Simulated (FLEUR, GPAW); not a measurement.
A GPAW input for a self-consistent single point of Cl₂ (Cmce, 4 atoms in the cell) (DFT PBE, plane waves, GPAW PAW datasets PBE (gpaw-data 1.0.1)):

```python
from ase import Atoms
from ase.units import GPa
from gpaw import GPAW

atoms = Atoms(['Cl', 'Cl', 'Cl', 'Cl'],
              cell=[[3.264205, -2.057470, 0.000000],
                    [3.264205, 2.057470, 0.000000],
                    [0.000000, 0.000000, 8.402400]],
              positions=[[3.264205, -1.586227, 5.081351],
                         [3.264205, 1.586227, 3.321049],
                         [3.264205, -0.471243, 0.880151],
                         [3.264205, 0.471243, 7.522249]],
              pbc=True)

calc = GPAW(mode={'name': 'pw', 'ecut': 600},
            xc='PBE',
            kpts={'size': (9, 9, 4), 'gamma': True},
            occupations={'name': 'fermi-dirac', 'width': 0.02},
            nbands=-6,
            convergence={'density': 1e-05, 'energy': 1e-05, 'bands': -4},
            symmetry={'symmorphic': False, 'tolerance': 0.0005},
            maxiter=150,
            txt='-')

atoms.calc = calc

energy = atoms.get_potential_energy()
print('Energy (eV):', round(energy, 6))
forces = atoms.get_forces()
print('Forces (eV/Ang):')
print(forces.round(5))
stress = atoms.get_stress()
print('Stress (GPa, Voigt):', (stress / GPa).round(4))
```

Question: Translate this input to FLEUR.

Answer: This is the input that was run; spellings and numerical settings could be chosen otherwise.

Input of the input generator:

```
Cl2 crystal
&input film=f /
0.8459721761 -0.5332270410 0.0000000000
0.8459721761 0.5332270410 0.0000000000
0.0000000000 0.0000000000 2.1776195468
7.2915559621
1.0 1.0 1.0

4
17 0.8854800000 0.1145200000 0.6047500000
17 0.1145200000 0.8854800000 0.3952500000
17 0.6145200000 0.3854800000 0.1047500000
17 0.3854800000 0.6145200000 0.8952500000

&comp jspins=1 /
&kpt div1=9 div2=9 div3=4 gamma=t /
&end /
```

```xml
<?xml version="1.0" encoding="UTF-8" standalone="no"?>
<fleurInput fleurInputVersion="0.39">
   <comment>
      Cl2 crystal                                                                                         
   </comment>
   <calculationSetup>
      <cutoffs Kmax="4.6" Gmax="18.4" GmaxXC="18.4" numbands="0"/>
      <scfLoop itmax="80" minDistance="0.00001" maxIterBroyd="99" imix="Anderson" alpha="0.05" precondParam="0.0" spinf="2.0"/>
      <coreElectrons ctail="T" frcor="F" kcrel="0" coretail_lmax="0"/>
      <xcFunctional name="pbe" relativisticCorrections="F"/>
      <magnetism jspins="1"/>
      <soc l_soc="F" theta="0.0" phi="0.0" spav="F"/>
      <expertModes spex="0" secvar="F"/>
      <geometryOptimization l_f="T" forcealpha="1.0" forcemix="BFGS" epsdisp="0.00001" epsforce="0.00001"/>
      <ldaU l_linMix="F" mixParam="0.05" spinf="1.0"/>
   </calculationSetup>
   <cell>
      <bzIntegration valenceElectrons="28.0" mode="hist" fermiSmearingEnergy="0.00073499">
         <kPointListSelection listName="default-1"/>
         <!-- k-points included here -->
         <xi:include xmlns:xi="http://www.w3.org/2001/XInclude" href="kpts.xml"> </xi:include>
      </bzIntegration>
      <!-- symmetry operations included here -->
      <xi:include xmlns:xi="http://www.w3.org/2001/XInclude" href="sym.xml"> </xi:include>
      <bulkLattice scale="1.0">
         <bravaisMatrix>
            <row-1>    6.1684534644126661    -3.8880548099564911     0.0000000000000000</row-1>
            <row-2>    6.1684534644126661     3.8880548099564911     0.0000000000000000</row-2>
            <row-3>    0.0000000000000000     0.0000000000000000    15.8782347896550409</row-3>
         </bravaisMatrix>
      </bulkLattice>
   </cell>
   <atomSpecies>
      <species name="Chlorine (Cl)" element="Cl" atomicNumber="17">
         <mtSphere radius="1.72" gridPoints="609" logIncrement="0.019"/>
         <atomicCutoffs lmax="8" lnonsphr="6"/>
         <electronConfig flipSpins="F">
            <coreConfig>(1s1/2) (2s1/2) (2p1/2) (2p3/2)</coreConfig>
            <valenceConfig>(3s1/2) (3p1/2) (3p3/2)</valenceConfig>
            <stateOccupation state="(3p1/2)" spinUp="0.8333333333333" spinDown="0.8333333333333"/>
            <stateOccupation state="(3p3/2)" spinUp="1.6666666666667" spinDown="1.6666666666667"/>
         </electronConfig>
         <energyParameters s="3" p="3" d="3" f="4"/>
      </species>
   </atomSpecies>
   <atomGroups>
      <atomGroup species="Chlorine (Cl)">
         <relPos label="                   1">-.1145200000 .1145200000 -.3952500000</relPos>
         <relPos label="                   2">.1145200000 -.1145200000 .3952500000</relPos>
         <relPos label="                   3">-.3854800000 .3854800000 .1047500000</relPos>
         <relPos label="                   4">.3854800000 -.3854800000 -.1047500000</relPos>
         <force calculate="T" relaxXYZ="TTT"/>
      </atomGroup>
   </atomGroups>
   <output dos="F" band="F" slice="F">
      <checks vchk="F" cdinf="F"/>
      <bandDOS minEnergy="-.5*Htr" maxEnergy="0.5*Htr" sigma="0.015" storeEVData="T"/>
      <vacuumDOS vacdos="F" integ="F" star="F" nstars="0" locx1="0.0" locy1="0.0" locx2="0.0" locy2="0.0" nstm="0" tworkf="0.0"/>
      <unfoldingBand unfoldBand="F" supercellX="1" supercellY="1" supercellZ="1"/>
      <plotting iplot="0" polar="F">
         <plot TwoD="T" vec1="  1.0  0.0  0.0" vec2="  0.0  1.0  0.0" vec3="  0.0  0.0  1.0" zero="  0.0  0.0  0.0" file="plot"/>
      </plotting>
      <chargeDensitySlicing numkpt="0" minEigenval="0.0" maxEigenval="0.0" nnne="0" pallst="F"/>
      <specialOutput eonly="F"/>
      <magneticCircularDichroism mcd="F" energyLo="-10.0" energyUp="0.0"/>
   </output>
  <!-- We include the file relax.xml here to enable relaxations (see documentation) -->
  <xi:include xmlns:xi="http://www.w3.org/2001/XInclude" href="relax.xml"> <xi:fallback/> </xi:include>
</fleurInput>
```

Basis settings and potentials, where a program has them, do not carry over. This input uses DFT, PBE, all-electron FLAPW (FLEUR), scalar-relativistic valence.

The starting cell comes from a database of computed structures (which also holds hypothetical and non-ambient phases and stackings), without a prior relaxation at this level.
